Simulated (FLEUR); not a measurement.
Input and output of a self-consistent single point for Co (P6_3/mmc, 2 atoms in the cell) (FLEUR).

Method: PBE, all-electron FLAPW (FLEUR), scalar-relativistic valence.

The change in words: lattice scaled by 0.98. Reference geometry:
```
CELL_PARAMETERS angstrom
      1.25500    -2.17372     0.00000
      1.25500     2.17372     0.00000
      0.00000     0.00000     4.07000
ATOMIC_POSITIONS crystal
  Co 0.33333 0.66667 0.25000
  Co 0.66667 0.33333 0.75000
```
Moments meant for the start (each program seeds them in its own way; μB, in the order of the atoms Co Co): 2.0 2.0.

Reference input (self-consistent single point, DFT, PBE, all-electron FLAPW (FLEUR), scalar-relativistic valence): Kmax = 3.6 1/bohr; GmaxXC = 14.4 1/bohr; xcFunctional = pbe; jspins = 2; l_soc = F; mode = hist; fermiSmearingEnergy = 0.00499791 Htr; mesh (inpgen div1-3) = 13 13 7; inpgen gamma flag = false; Gmax = 14.4 1/bohr; numbands = 0; maxIterBroyd = 40. This run's input differs from it in these lines:

```diff
@@ -3,5 +3,5 @@
 &input film=f /
-2.3716062845 -4.1077425803 0.0000000000
-2.3716062845 4.1077425803 0.0000000000
-0.0000000000 0.0000000000 7.6911853272
+2.3241740034 -4.0255874596 0.0000000000
+2.3241740034 4.0255874596 0.0000000000
+0.0000000000 0.0000000000 7.5373616207
 1.0
@@ -43,5 +43,5 @@
          <bravaisMatrix>
-            <row-1>    2.3716062844999999    -4.1077425803000001     0.0000000000000000</row-1>
-            <row-2>    2.3716062844999999     4.1077425803000001     0.0000000000000000</row-2>
-            <row-3>    0.0000000000000000     0.0000000000000000     7.6911853272000004</row-3>
+            <row-1>    2.3241740034000000    -4.0255874595999996     0.0000000000000000</row-1>
+            <row-2>    2.3241740034000000     4.0255874595999996     0.0000000000000000</row-2>
+            <row-3>    0.0000000000000000     0.0000000000000000     7.5373616206999996</row-3>
          </bravaisMatrix>
```

Log, with long lists cut:

```
 Iteration:     1   Distance:      10.55705445 me/bohr^3
 Iteration:     2   Distance:       8.60691464 me/bohr^3
 Iteration:     3   Distance:       5.07566618 me/bohr^3
 Iteration:     4   Distance:       0.96641257 me/bohr^3
 Iteration:     5   Distance:       0.48898873 me/bohr^3
   [... 9 lines left out ...]
 Iteration:    15   Distance:       0.00014111 me/bohr^3
 Iteration:    16   Distance:       0.00001386 me/bohr^3
 Iteration:    17   Distance:       0.00001399 me/bohr^3
 Iteration:    18   Distance:       0.00000056 me/bohr^3
 Run finished successfully
 Stop message:
   Structural relaxation: Done

[file out, last iteration]
             iter=     19
[...]
          total density-effective poten   -4.4304011591E+03
          total charge density-energy d   -1.1942634187E+02
 Updated energy parameters for spin:           1
 Updated energy parameters for spin:           2
[...]
 fermi energy and band-weighting factors:

[...]
FERMIE:
          first approx. to ef    (T=0)  :   0.396982 htr   (energy of the highest occ. eigenvalue)
          number of occ. states  (T=0)  :       2540
          first approx. to seigv (T=0)  : -15.441158 htr
          sum of weights of occ. states :  30.011834
          sum of semicore charge        :   0.000000 e
FERHIS:  Fermi-Energy by histogram:
          bandgap                     :   0.000523 htr
   [... lines left out ...]
          charge neutrality (T=0)     :   0.011834    (zero if the highest occ. eigenvalue is "entirely" occupied)
     EF_NEWTON:  Adjust Fermi-Energy by Newton-Method.
 Direct bandgap for spin            1 :    2.6279029059994907E-002  Htr
 Direct bandgap for spin            2 :    3.1125700062547557E-003  Htr
 ---->    free energy=                     -2786.9480174803 htr
   [... lines left out ...]
SPIN-1 FORCE FOR ATOM TYPE=  1  X=  0.000   Y= -2.684   Z=  1.884      FX_SP = 0.000000 FY_SP = 0.000000 FZ_SP = 0.000000
SPIN-2 FORCE FOR ATOM TYPE=  1  X=  0.000   Y= -2.684   Z=  1.884      FX_SP = 0.000000 FY_SP = 0.000000 FZ_SP = 0.000000
 ***** TOTAL FORCES ON ATOMS *****
 TOTAL FORCE FOR ATOM TYPE=  1  X=  0.000   Y= -2.684   Z=  1.884
                       FX_TOT= 0.000000 FY_TOT= 0.000000 FZ_TOT= 0.000000
 Structural relaxation: Done
```

The run converged in 18 iterations. FLEUR gives forces in its relaxation mode, with a further iteration, so its stop message speaks of a relaxation. Against the reference run the free energy goes up by 9.9 meV/atom and the size of the net moment goes from 1.61 to 1.56 μB/atom.

The starting cell has typed, rounded lattice constants, without a prior relaxation at this level. For this run, on top of that: lattice scaled by 0.98. The magnetic order is the one reached from the typed start; others were not searched systematically. Values depend on the basis (sphere radii, cutoffs, local orbitals), which need not be converged. The log's line on a gap gives a spacing of levels on this mesh, which the program prints for metals too.

Cost on one core of a shared machine: roughly 40 s.
